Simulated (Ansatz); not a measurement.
**LiH (model structure, started from the CsCl type, Pm-3m, No. 221, 2 atoms in the cell): band gap by level of theory**

No measured value is used here.

| level (code) | value (eV) |
|---|---|
| LDA (Ansatz) | 0.36 (indirect) |
| PBE (Ansatz) | 0.70 (indirect) |
| PBEsol (Ansatz) | 0.44 (indirect) |
| r²SCAN (Ansatz) | 1.12 (indirect) |
| r²SCAN0 (Ansatz) | 2.42 (indirect) |

Computed values are for a static lattice.  Values are at the PBEsol cell. Cutoffs and k meshes differ between the levels. Ansatz's density-functional and Hartree–Fock values are scalar-relativistic unless marked +SOC, with PAW data made under PBE.

A model structure was made by putting elements into a prototype or built by hand; it is no filed structure, need not be a known phase, and can be a saddle point held by its symmetry.

Ansatz is a program for electronic structure.
